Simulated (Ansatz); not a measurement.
## TiAl under a change: biaxial strain −1.06 %, plane normal [001], relaxed out of plane

Consider TiAl (space group P4/mmm, No. 123; a = 2.824 Å, c = 4.075 Å; relaxed with 0.1 eV smearing). Axes: x, y, z lie along a, b, c of the conventional cell.

Modification: compressive biaxial strain of 1.06 % in the plane normal to [001], as in epitaxy on a mismatched substrate; the out-of-plane cell vector and the atoms relax.

The values are results of plane-wave PAW DFT at the PBE level (Ansatz, an electronic-structure program, 420 eV), no spin-orbit coupling, earlier PAW set, not measurements. Γ-centred 20×20×14 mesh, Fermi–Dirac width 0.1 eV.

- Volume per atom: 16.07 Å³ (base 16.25 Å³)
- Space group: P4/mmm (No. 123) (base P4/mmm (No. 123))
- Shortest interatomic distance: 2.794 Å (base 2.824 Å)
- Pressure (mean of the normal stresses, compression positive): 1.3 GPa (base 0.0 GPa)
- Band gap: zero (base zero)
- Out-of-plane strain: +1.04 %
- Mean in-plane stress (compression positive): +1.9 GPa

Final structure (turned so that z lies along the plane normal):

```xyz
2
Lattice="2.7939 0.0000 0.0000 0.0000 2.7939 0.0000 0.0000 0.0000 4.1172" Properties=species:S:1:pos:R:3 pbc="T T T"
Al     1.3970     1.3970     2.0586
Ti     0.0000     0.0000     0.0000
```

Cost of the whole job for the changed cell (relaxation, final SCF and bands): around 21 core-seconds (rough).

No phonon test of stability was made. All final runs are without spin polarisation.
